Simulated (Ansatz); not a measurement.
Results of PBE (Ansatz, a quantum-chemistry and plane-wave program, PAW) for SnTeO3 (model structure, started from the GaBiO3 type, R3c, No. 161, 10 atoms in the cell).

Run with plane-wave cutoff 520 eV, 12×12×12 k mesh, Fermi–Dirac smearing 0.05 eV, scalar-relativistic PAW data made under PBE.

Cell (relaxed with PBEsol):

```
CELL_PARAMETERS angstrom
      3.17781     1.83471     4.46579
     -3.17781     1.83471     4.46579
      0.00000    -3.66941     4.46579
ATOMIC_POSITIONS crystal
  Sn 0.53298 0.53298 0.53298
  Sn 0.03298 0.03298 0.03298
  Te 0.80667 0.80667 0.80667
  Te 0.30667 0.30667 0.30667
  O  0.41440 0.14554 0.62750
  O  0.62750 0.41440 0.14554
  O  0.14554 0.62750 0.41440
  O  0.12750 0.64554 0.91440
  O  0.64554 0.91440 0.12750
  O  0.91440 0.12750 0.64554
```

### Question
Predict the band gap and Γ–Γ gap.

### Answer

band gap: 2.27 eV (on the SCF k mesh)
Γ–Γ gap: 2.47 eV

Note: the relaxation could raise the start's symmetry but not lower it, so the cell can be a saddle point; cell and atoms aren't relaxed at this level (largest force component 0.30 eV/Å, pressure 4.6 GPa).

Spin–orbit coupling is not included.

The computed numbers hold no vibrational or temperature effects.

A model structure was made by putting elements into a prototype or built by hand; it is no filed structure, need not be a known phase, and can be a saddle point held by its symmetry.
